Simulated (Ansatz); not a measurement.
**Thickness series in Ti**

Base system: Ti in the hcp (Mg type) structure (space group P6_3/mmc, No. 194).

```yaml
crystal:
  lattice:
    - [2.93627, 0.00000, 0.00000]
    - [-1.46813, 2.54288, 0.00000]
    - [0.00000, 0.00000, 4.63716]
  atoms:
    - { symbol: Ti, position: [0.33333, 0.66667, 0.75000] }
    - { symbol: Ti, position: [0.66667, 0.33333, 0.25000] }
```

Cartesian axes are those of the cell as printed.

Free-standing slabs (1 atom(s) a layer) normal to the z axis with 15 Å of vacuum; in-plane cell held at bulk.

All numbers come from r2SCAN, PAW, 500 eV (Ansatz, an electronic-structure program; spin-orbit coupling left out), earlier PAW set.

Notes on the quantities. layer's space group: with vacuum; excess energy per area of both faces: slab less bulk energy over the cell's area: twice a surface energy; uncertain by up to 0.2 J/m².

| case | layer's space group | excess energy per area of both faces | shortest interatomic distance | thickness between the outermost nuclei |
|---|---|---|---|---|
| base | – | – | 2.872 Å | – |
| 1 layer | P6/mmm (No. 191) | – | 2.936 Å | – |
| 2 layers | P-3m1 (No. 164) | 4.16 J/m² | ? | 2.05 Å |
| 3 layers | P-6m2 (No. 187) | ? | 2.789 Å | 4.43 Å |
| 4 layers | P-3m1 (No. 164) | 4.4 J/m² | 2.734 Å | 6.74 Å |
| 5 layers | P-6m2 (No. 187) | 4.4 J/m² | 2.740 Å | 9.05 Å |
| 6 layers | P-3m1 (No. 164) | 4.4 J/m² | 2.744 Å | 11.38 Å |
| 7 layers | P-6m2 (No. 187) | 4.4 J/m² | 2.743 Å | 13.69 Å |

Problem. Some entries are withheld; estimate them.

Solution. 
- 2 layers, shortest interatomic distance: 2.659 Å
- 3 layers, excess energy per area of both faces: 4.5 J/m²

Slab and bulk use different k-meshes, which limits the precision of the excess energy. Whether these cells are dynamically stable was not tested. The final runs are not spin-polarised.
